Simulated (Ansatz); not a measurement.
# A computed series for BAs: response to strain

Take BAs in the zinc blende structure (space group F-43m, No. 216) as the base.

```xyz
2
Lattice="0.0000 2.3839 2.3839 2.3839 0.0000 2.3839 2.3839 2.3839 0.0000" Properties=species:S:1:pos:R:3 pbc="T T T"
B      0.0000     0.0000     0.0000
As     1.1920     1.1920     1.1920
```

Cartesian axes are those of the cell as printed.

Strains are applied to the cell and any free atomic positions relax; under biaxial strain the out-of-plane vector relaxes too.

Computed with Ansatz (a program for electronic structure), PBEsol, PAW, cutoff 420 eV, spin-orbit coupling left out.

Candidates:
(a) biaxial strain +2.00 %, plane normal [001], relaxed out of plane
(b) biaxial strain −1.50 %, plane normal [001], relaxed out of plane
(c) biaxial strain −2.00 %, plane normal [001], relaxed out of plane
(d) biaxial strain −3.00 %, plane normal [001], relaxed out of plane

Notes on the quantities. energy relative to the base: free energy F.

Question: Order them by energy relative to the base, highest first.

Answer: (d) biaxial strain −3.00 %, plane normal [001], relaxed out of plane (+25 meV/atom), (c) biaxial strain −2.00 %, plane normal [001], relaxed out of plane (+11 meV/atom), (a) biaxial strain +2.00 %, plane normal [001], relaxed out of plane (+10 meV/atom), (b) biaxial strain −1.50 %, plane normal [001], relaxed out of plane (+6.1 meV/atom)

Whether these cells are dynamically stable was not tested.
